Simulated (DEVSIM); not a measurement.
System: Ni/Al2O3/p-Si capacitor, at 300 K.

| layer (left to right) | material | thickness (nm) | Na (cm⁻³) |
|---|---|---|---|
| 1 | Al2O3 | 13.0 | - |
| 2 | Si | 16000 | 1.3e15 |

Metal gate on the left, work function 5.1 eV. Fixed charge at the semiconductor interface -2.8e10 cm⁻² (in units of +e); no interface traps.

This is a model device: material constants are rounded textbook-type values typed into the input, and sizes, dopings and lifetimes were drawn at random. Values at 300 K.

```tsv
parameter	Al2O3	Si
gap (eV)	6.8	1.124
affinity (eV)	1.35	4.05
permittivity	9	11.7
Nc (cm⁻³)	-	2.86e19
Nv (cm⁻³)	-	3.1e19
```

Simulated with DEVSIM: 1D Poisson equation in equilibrium, Boltzmann statistics, complete ionisation; no quantum confinement or tunnelling. Metal contacts follow the ideal Schottky-Mott rule: no Fermi-level pinning, no interface dipoles.

The fixed charge was swept, all else fixed.

```tsv
fixed charge (cm^-2)	flat-band voltage (V)	threshold voltage (band bending 2φF) (V)	minimum of the low-frequency capacitance (μF/cm²)
-1.35e12	0.54	1.17	0.0152
-6.88e11	0.37	1.00	0.0149
-2.8e10	0.19	0.82	0.0151
6.32e11	0.02	0.65	0.0155
1.29e12	-0.15	0.48	0.0150
```

From the first row to the last the flat-band voltage goes from 0.54 to -0.15. From the first row to the last the threshold voltage (band bending 2φF) goes from 1.17 to 0.48.
